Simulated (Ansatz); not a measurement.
## A self-consistent single point of a sheet of TiTe2 (3 atoms in the cell) with Ansatz

Computed with PBE (plane waves, PAW; Ansatz, a quantum-chemistry and plane-wave program).

Input as run:

Ansatz 0.2 input:
```yaml
# TiTe2
crystal:
  lattice:
    - [3.843870, 0.000000, 0.000000]
    - [-1.921936, 3.328889, 0.000000]
    - [0.000000, 0.000000, 17.170630]
  atoms:
    - { symbol: Ti, position: [0.000000, 0.000000, 0.500000] }
    - { symbol: Te, position: [0.333333, 0.666667, 0.592327] }
    - { symbol: Te, position: [0.666667, 0.333333, 0.407673] }
basis:
  ecutwfc: 420.0
kpoints:
  mp_grid: { grid: [5, 5, 1] }
hamiltonian:
  xc: pbe
  pseudopotentials: { kind: paw }
scf:
  occupations: { method: gaussian, width: 0.2 }
output:
  forces: true
  eigenvalues: true
  stress: true
```

The program printed (abridged):

```
WARN the atoms were moved onto the symmetric positions of the space group found under crystal.symmetry.tolerance 1.0e-5 (fractional …
WARN ansatz: RAYON_NUM_THREADS=1 ignored (pool sized by the plan → 1); use --threads N
Pseudopotentials: kind: paw
Pseudopotential: Ti, paw, valence charge 12
Pseudopotential: Te, paw, valence charge 16
Crystal: 3 atoms, lattice volume = 219.712 Å³
Basis set: ecut = 420 eV, 4269 PW (Γ), exchange–correlation on 54×54×240 points (8 copies of the dense FFT grid, shifted against one another)
Bands: 27, of which v1, the nominal top of the filled ones, is band 22 counted from 1 (21 counted from 0)
Symmetry: 12 space group operations
Space group: P-3m1 (ITA 164), of the structure as read, at distance tolerance 6.0e-5 Å
k-points: 5 of 25
Initial density: superposition of atomic densities (neutral atoms: chi_scale 0, normalization atom), corrected by the library's trained network
Initial wavefunctions: pseudopotential atomic-orbital guess
Eigensolver: davidson
Functional: x = pbe(κ = 0.804, μ = 0.2195149727645171), c = pbe(β = 0.06672455060314922)
SCF iter   1: F=—  HF=-16461.521111 eV  |F-HF|=—  |Δ(HF+E_count)|=         —  Δρ=3.43e-3  dr2=6.21e-2  ethr=1.77e-3  ⟨swp⟩=7.4  Hψ=630  notcnv=0
all-band conjugate gradients solve this SCF's bands
preconditioner: auto → LDOS
SCF iter   2: F=—  HF=-16461.523942 eV  |F-HF|=—  |Δ(HF+E_count)|=   2.83e-3  Δρ=3.90e-3  dr2=8.21e-2  ethr=1.41e-4  ⟨swp⟩=2.2  Hψ=247  notcnv=0
SCF iter   3: F=—  HF=-16461.515662 eV  |F-HF|=—  |Δ(HF+E_count)|=   8.28e-3  Δρ=6.70e-4  dr2=1.70e-3  ethr=1.41e-4  ⟨swp⟩=1.8  Hψ=147  notcnv=0
SCF iter   4: F=—  HF=-16461.515571 eV  |F-HF|=—  |Δ(HF+E_count)|=   9.06e-5  Δρ=1.13e-4  dr2=1.01e-4  ethr=3.87e-6  ⟨swp⟩=2.0  Hψ=164  notcnv=0
SCF iter   5: F=—  HF=-16461.515563 eV  |F-HF|=—  |Δ(HF+E_count)|=   8.24e-6  Δρ=7.18e-5  dr2=1.54e-5  ethr=2.29e-7  ⟨swp⟩=3.0  Hψ=271  notcnv=0
SCF iter   6: F=—  HF=-16461.515554 eV  |F-HF|=—  |Δ(HF+E_count)|=   9.14e-6  Δρ=1.45e-5  dr2=3.65e-7  ethr=3.50e-8  ⟨swp⟩=2.2  Hψ=220  notcnv=0
SCF iter   7: F=-16461.515554 eV  HF=-16461.515554 eV  |F-HF|=3.89e-8  |Δ(HF+E_count)|=   6.14e-7  Δρ=2.26e-6  dr2=7.38e-9  ethr=2.27e-10  ⟨swp⟩=7.8  Hψ=598  notcnv=0
SCF 1 converged in 7 iterations: F = -16461.515554 eV  dr2 = 7.38e-9
SCF converged after 7 iterations
Free energy (F): -16461.515554 eV
Harris-Foulkes:  -16461.515554 eV  (|F-HF|=3.89e-8)
Internal energy: -16461.487874 eV  (E = F + TS)
E sigma→0 (E₀):  -16461.501714 eV
Entropy (-TS):   -0.027680 eV (-9.227 meV/atom)
Fermi energy:    0.546303 eV
--- Per-component energies (eV) ---
  E_band       = -1091.554104
  E_kinetic    = 634.272831
  E_local      = -22920.977759  (includes V_loc(G=0)·N_el)
  E_nonlocal   = -611.959396
  E_hartree    = 11534.735236
  E_xc         = -346.661210
  E_vxc        = -331.014692  (∫ρ·V_xc dr)
  E_paw        = -10372.692179  (= ΣΔE_a)
  E_vpaw       = -931.343724  (= ΣTr[D̂ρ^β])
  E_aug_tail   = -0.000269  (compensation charges beyond the density's cutoff)
  E_ewald      = 5621.794872
  E_smearing   = -0.027680  (= −TS)
  E_closure    = -0.000000  (closes the sum)
  Σ components = -16461.515554   (vs F -16461.515554, Δ=0.00e0)
--- Forces (eV/Å), atoms counted from 1 ---
  atom   1  Ti    -0.00000000     0.00000000     0.00000000
  atom   2  Te     0.00000000    -0.00000000     1.03228011
  atom   3  Te    -0.00000000     0.00000000    -1.03228011
  max |Σ_I F_I| component: 1.16e-18 eV/Å
--- Stress (GPa, compression-positive) ---
        0.628066       0.000000      -0.000000
        0.000000       0.628066      -0.000000
       -0.000000      -0.000000       2.386773
  P = ⅓ Tr σ = 1.2143 GPa (12.143 kbar)
  The stress holds the Pulay correction. Without it, at fixed plane waves, as pw.x and ABINIT print it: P = 1.2056 GPa
--- Band table (eV; the first three rows and the last of 5) ---
  k-point 0: bands = ["-56.9742", "-35.8042", "-35.8042", "-35.7954", "-35.7954", "-35.7555", "-35.7555", "-35.7550", "-35.7550", "-35.7346", "-35.7344", "-33.2220", "-33.2162", "-33.2162", "-11.5254", "-10.3687", "-3.5387", "-1.4621", "-1.4621", [...]
  k-point 1: bands = ["-56.9735", "-35.8010", "-35.8009", "-35.7978", "-35.7931", "-35.7589", "-35.7586", "-35.7538", "-35.7530", "-35.7333", "-35.7326", "-33.2332", "-33.2190", "-33.2148", "-11.1233", "-10.1745", "-3.1090", "-2.4383", "-1.3840", [...]
  k-point 2: bands = ["-56.9724", "-35.8022", "-35.7959", "-35.7955", "-35.7894", "-35.7613", "-35.7602", "-35.7555", "-35.7521", "-35.7309", "-35.7300", "-33.2605", "-33.2236", "-33.2032", "-10.2313", "-9.8666", "-3.9150", "-3.1464", "-1.9192", [...]
  k-point 4: bands = ["-56.9720", "-35.8013", "-35.7947", "-35.7921", "-35.7911", "-35.7613", "-35.7594", "-35.7562", "-35.7543", "-35.7300", "-35.7295", "-33.2581", "-33.2354", "-33.2001", "-9.8465", "-9.8102", "-3.8868", "-3.1839", "-2.3135", [...]
```

The run converged in 7 iterations.

The starting cell was generated: these elements placed on a structure prototype, without a prior relaxation; it need not be a known phase or ordering of this composition. Its lattice was rescaled in the plane by a random factor within 2.5 % of one. Spin-orbit coupling is off. Spin polarisation is off, so a magnetic state, if there is one, cannot be reached. Forces in this geometry exceed 1 eV/Å.
